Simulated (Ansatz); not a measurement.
Base system: Rh in the fcc (Cu type) structure (space group Fm-3m, No. 225; a = 3.802 Å; relaxed with 0.1 eV smearing). Axes: x, y, z lie along the cube axes.

Level of theory: Kohn–Sham DFT with the r2SCAN functional, run in Ansatz (a first-principles code) with PAW and 500 eV plane waves, no spin-orbit coupling, earlier PAW set.

It is then changed as follows: uniaxial stress, 0.5 GPa compression along z; all other stress components relax to zero.

Predict the new strain response.

The strain response (xx, yy, zz) is (+0.05, +0.05, −0.16) %.

Stability under load was not tested beyond the relaxation. All final runs are without spin polarisation.
